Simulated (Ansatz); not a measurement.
# Li interstitial (alpha quartz host)

All values below come from PBE, PAW (plane waves to 420 eV; Ansatz, a program for electronic structure). Cell: 72 sites, 2×2×2; final energies on a 2×2×2 Γ-centred mesh. Site at the start: void with 4O nearest, no. 2. Energies of charged states are corrected for periodic images (point charge plus alignment at distant sites). Dielectric constants: PBE linear response of the host. Host gap at this level: 5.68 eV. A cell of this size leaves errors of a few tenths of an eV. The semilocal functional narrows the gap, so deep levels can fall outside it. Spin–orbit coupling is left out. Each state is the lowest found from its start.

Formation energies E_f are given with the Fermi level at the valence-band maximum. Chemical conditions: O-rich (Δμ(Li) = -2.82 eV, bounded by Li2O2 (P6_3/mmc); only phases computed here count, gases as isolated molecules at 0 K); Si-rich (Δμ(Li) = -0.68 eV, bounded by Li2O (Fm-3m); only phases computed here count, gases as isolated molecules at 0 K). Reference phases: Li: bcc Li.

The name describes the start; the neighbours show where the added atom ended.

| charge | moment (μB) | point group | largest move off a lattice site (Å) | neighbours of the added atom at the end (Å) | image correction with alignment (eV) | E_f, O-rich (eV) | E_f, Si-rich (eV) |
|---|---|---|---|---|---|---|---|
| +1 | not spin-polarised | C2 | 0.13 | O 1.97, O 1.97, O 1.99, O 1.99, Si 2.59, Si 2.62 | 0.46 | -1.57 | -3.70 |
| 0* | quenched | C2 | 0.12 | O 1.97, O 1.97, O 1.99, O 1.99, Si 2.60, Si 2.63 | – | – | – |

* At this level the carrier isn't localised at the defect: at charge 0 electrons occupy the conduction band. Such a state is shallow or no state of the defect, and this cell gives it no level.

Point groups are those of the whole cell at tolerances of 0.03 and 0.1 Å ("near" where only the looser one holds); none is given for unsettled states.

Starting moments that weren't kept: charge 0 began with 1 μB and ended with 0.0.

No other site or start that was run ended lower by more than 0.1 eV.

Flagged in the runs: a host whose relaxation on this sampling wasn't shown to rest, a strain field that reaches the edge of the cell.
